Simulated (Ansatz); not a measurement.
## How far PBE and PBEsol part for hypothetical diamond Au, pressure 3 GPa

Consider Au in the diamond structure (space group Fd-3m, No. 227; a = 6.162 Å; a hypothetical phase, not in the database extracts checked).

(Cell as relaxed with PBE.)

Levels (all Ansatz, a first-principles code, PAW): PBE (420 eV, no spin-orbit coupling); PBEsol (420 eV, spin-orbit coupling left out).

Each level relaxes its own structure.

| base | PBE | PBEsol |
|---|---|---|
| volume per atom | 29.24 Å³ | 27.34 Å³ |
| lattice parameter a | 6.162 Å | 6.025 Å |
| band gap | zero | zero |

One thing is altered: cell and atoms relaxed at a pressure of 3 GPa.

```
quantity                           PBE   PBEsol
-----------------------------  -------  -------
shortest interatomic distance  2.625 Å  2.575 Å
band gap                          zero     zero
```

PBE's shortest interatomic distance lies 0.0493 Å above PBEsol's (1.9 %); the two agree on the band gap. Neither level is exact; PBEsol is the comparison here, not a measurement.

Load acts through the strain it causes; cell and atoms are relaxed under it. Stability against distortions was not tested.
